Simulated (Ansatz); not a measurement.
GaAlP$_{2}$ (P-4m2), PBEsol, rigid bands (Ansatz, a program for electronic structure): N_c = 3.01e19 cm⁻³ at 300 K and an electron conductivity mass of 0.559 mₑ along y (a = (3.86, 0.00, 0.00) Å; b = (0.00, 3.86, 0.00) Å; c = (0.00, 0.00, 5.45) Å).

For 1e16 electrons per cm³ at 300 K, place the Fermi level, estimate the Seebeck coefficient of a parabolic band with constant τ, and give mobility and conductivity for τ = 5 fs.

The level lies k_BT ln(N_c/n) = 0.207 eV below the conduction-band minimum. S ≈ −(k_B/e)[ln(N_c/n) + 5/2] = -906 μV/K, against -911 μV/K from the full bands (mean over directions). μ = eτ/m = 15.7 cm²/(V·s) and σ = neμ = 0.0252 S/cm. τ is assumed, not computed.

Band transport and this doping are assumed; polarons and phonon drag are left out. Spin-orbit coupling is left out.

Computed structure, not matched to a measured one here, so possibly hypothetical: GaAlP2 (P-4m2).
